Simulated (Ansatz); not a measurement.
**What isotropic strain −4.29 % does to ZrO2**

Start from ZrO₂ in the fluorite structure (space group Fm-3m, No. 225; a = 5.089 Å).

Modification: the cell is scaled by 0.9571 in all directions; the atoms relax in the strained cell.

All numbers come from r2SCAN (Ansatz, an electronic-structure program), no spin-orbit coupling. Γ-centred 11×11×11 mesh, Fermi–Dirac width 0.05 eV.

- Volume per atom: 9.63 Å³ (base 10.98 Å³)
- Shortest interatomic distance: 2.109 Å (base 2.204 Å)
- Energy relative to the base (free energy F): +168 meV/atom
- Pressure: 44.38 GPa (base 0.00 GPa)
- Band gap: 4.28 eV (base 3.89 eV)
- Gap character: indirect, X → Γ (base indirect, X → Γ)
- Width of the top valence band: 1.76 eV (base 1.67 eV)
- Electron mass (degenerate bands, along [100]): 0.43, 1.8 mₑ (at Γ) (base 0.53, 2.1 mₑ (at Γ))
- Valley order (the lowest conduction-band minima on the path, energy above the VBM, named in the base's zone): Γ 4.28 eV; a point along ⟨110⟩, about 0.9 Å⁻¹ from Γ 4.76 eV; X along ⟨100⟩ 4.81 eV; L along ⟨111⟩ 5.06 eV (base Γ 3.89 eV; X along ⟨100⟩ 4.29 eV; a point along ⟨110⟩, about 0.8 Å⁻¹ from Γ 4.29 eV; L along ⟨111⟩ 4.50 eV)

Final structure:

```
CELL_PARAMETERS angstrom
      0.00000     2.43549     2.43549
      2.43549     0.00000     2.43549
      2.43549     2.43549     0.00000
ATOMIC_POSITIONS crystal
  Zr 0.00000 0.00000 0.00000
  O  0.25000 0.25000 0.25000
  O  0.75000 0.75000 0.75000
```

Cost of the whole job for the changed cell (relaxation, final SCF and bands): around 24 core-seconds (rough).

Masses are band curvatures over ±0.01 Å⁻¹ around the edge. No phonon test of stability was made. This is not the structure that ZrO2 has at room temperature and ambient pressure.
